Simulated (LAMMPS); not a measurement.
Ni (fcc) at 2760 K and zero pressure, started from the melt, with several potentials, in cells of their own sizes.

The levels:
- EAM-type CuNi.eam.alloy: classical MD, pair style eam/alloy, file CuNi.eam.alloy (LAMMPS); Onat and Durukanoglu, J Phys Cond Matt, 26, 035404 (2014)
- EAM-type Ni.adp: classical MD, pair style adp, file Ni.adp (LAMMPS); Mishin et al, Acta Mater, 53, 4029 (2005)
- EAM-type NiAlH_jea.eam.alloy: classical MD, pair style eam/alloy, file NiAlH_jea.eam.alloy (LAMMPS); Moody and Baskes, Modell Sim Mater Sci Eng, 3, 289-307 (1995)
- EAM-type smf7: classical MD, pair style eam, the elements' _smf7.eam files (smf7) (LAMMPS); Foiles, Phys Rev B 32, 7685 (1985)
- EAM-type universal-3 set of Foiles, Baskes and Daw: classical MD, pair style eam, the elements' _u3.eam files (universal-3 set of Foiles, Baskes and Daw) (LAMMPS); Foiles et al, Phys Rev B, 33, 7983 (1986)
- MEAM MoCoNiVFeAlCr_2nn.meam: classical MD, pair style meam, file MoCoNiVFeAlCr_2nn.meam (LAMMPS); Wang, J., Kwon, H., Kim, H.S. et al. A neural network model for high entropy alloy design. npj Comput Mater 9, 60 (2023).
- MEAM Ni.meam: classical MD, pair style meam, file Ni.meam (LAMMPS)
- MEAM library.meam-Ni: classical MD, pair style meam, file library.meam (library.meam-Ni) (LAMMPS); Baskes, Phys Rev B, 46, 2727-2742 (1992)
- SNAP Ni_Zuo_JPCA2020.quadratic.snap: MD with a machine-learned potential, pair style snap, file Ni_Zuo_JPCA2020.quadratic.snap (LAMMPS); Y. Zuo, C. Chen, X, Li, Z. Deng, Y. Chen, J. Behler, G. Csányi, A. V. Shapeev, A. P. Thompson, M. A. Wood, S. P. Ong, "Performance and Cost Assessment of Machine Learning Interatomic Potentials" J. Phys. Chem. A 124, 4, 731-745 (2020)
- SNAP Ni_Zuo_JPCA2020.snap: MD with a machine-learned potential, pair style snap, file Ni_Zuo_JPCA2020.snap (LAMMPS); Y. Zuo, C. Chen, X, Li, Z. Deng, Y. Chen, J. Behler, G. Csányi, A. V. Shapeev, A. P. Thompson, M. A. Wood, S. P. Ong, "Performance and Cost Assessment of Machine Learning Interatomic Potentials" J. Phys. Chem. A 124, 4, 731-745 (2020)

| potential | state | volume | first peak of g(r) | coordination number | self-diffusion coefficient of Ni (not corrected for cell size) | viscosity | mean phonon frequency | rough cost (ms per atom and simulated ps) |
|---|---|---|---|---|---|---|---|---|
| EAM-type CuNi.eam.alloy | liquid | 13.538 ± 0.002 Å³/atom | 2.40 Å, height 2.3 | 12.4 (counted to 3.46 Å) | (1.39 ± 0.02) × 10^-4 cm²/s | 1.7 ± 0.1 mPa s | 4.7 THz | 1 to 3 |
| EAM-type Ni.adp | liquid | 13.318 ± 0.002 Å³/atom | 2.45 Å, height 2.2 | 11.9 (counted to 3.38 Å) | (1.20 ± 0.02) × 10^-4 cm²/s | 2.1 ± 0.2 mPa s | 4.4 THz | 3 to 10 |
| EAM-type NiAlH_jea.eam.alloy | liquid | 13.3883 ± 0.0010 Å³/atom | 2.42 Å, height 2.2 | 12.9 (counted to 3.50 Å) | (1.35 ± 0.02) × 10^-4 cm²/s | - | 4.6 THz | 1 to 3 |
| EAM-type smf7 | liquid | 14.020 ± 0.006 Å³/atom | 2.44 Å, height 2.4 | 12.8 (counted to 3.54 Å) | (1.20 ± 0.01) × 10^-4 cm²/s | - | 4.9 THz | 0.3 to 1 |
| EAM-type universal-3 set of Foiles, Baskes and Daw | liquid | 14.391 ± 0.003 Å³/atom | 2.43 Å, height 2.3 | 12.1 (counted to 3.50 Å) | (1.349 ± 0.009) × 10^-4 cm²/s | 1.8 ± 0.2 mPa s | 4.8 THz | 1 to 3 |
| MEAM MoCoNiVFeAlCr_2nn.meam | liquid | 14.08 ± 0.01 Å³/atom | 2.44 Å, height 2.5 | 11.1 (counted to 3.34 Å) | (1.01 ± 0.03) × 10^-4 cm²/s | - | 5.0 THz | 3 to 10 |
| MEAM Ni.meam | liquid | 14.81 ± 0.01 Å³/atom | 2.44 Å, height 2.5 | 9.5 (counted to 3.22 Å) | (1.19 ± 0.03) × 10^-4 cm²/s | - | - | 3 to 10 |
| MEAM library.meam-Ni | liquid | 14.089 ± 0.009 Å³/atom | 2.48 Å, height 2.6 | 11.4 (counted to 3.38 Å) | (6.21 ± 0.08) × 10^-5 cm²/s | - | 6.7 THz | 3 to 10 |
| SNAP Ni_Zuo_JPCA2020.quadratic.snap | liquid | 13.30 ± 0.02 Å³/atom | 2.40 Å, height 2.4 | 12.5 (counted to 3.46 Å) | (1.3 ± 0.1) × 10^-4 cm²/s | - | 4.7 THz | 30 to 100 |
| SNAP Ni_Zuo_JPCA2020.snap | liquid | 12.56 ± 0.01 Å³/atom | 2.39 Å, height 2.4 | 12.2 (counted to 3.34 Å) | (8.5 ± 0.5) × 10^-5 cm²/s | - | - | 100 to 300 |

Costs are rough: whole-run CPU time with set-up and analysis, from shared machines, in bands a factor of about three wide.

Caution (rows MEAM Ni.meam; SNAP Ni_Zuo_JPCA2020.quadratic.snap; SNAP Ni_Zuo_JPCA2020.snap): a run this short can hold a crystal over, or a liquid under, the potential's own melting point, which these runs don't give.

Caution: the potential MEAM library.meam-Ni is a first-neighbour MEAM set with a 4 Å cutoff, used here without a parameter file and away from the static properties it was fitted to.

States go by the mean squared displacement: a species diffuses where it passes 1.5 Å², still rises and gives D over 1e-6 cm²/s; a crystal has left its structure where atoms lie 0.35 Å off their sites on average or a cubic box changes its shape by 3 %, or the axial ratios of another lie 8 % off the starting cell's, which the potential's own relaxation can also do.

Errors of D are the spread over four groups of atoms in one short run; a floor of about 5 %, a picked value, is safer.

Uncertainties are statistical and leave out the potential's own error.
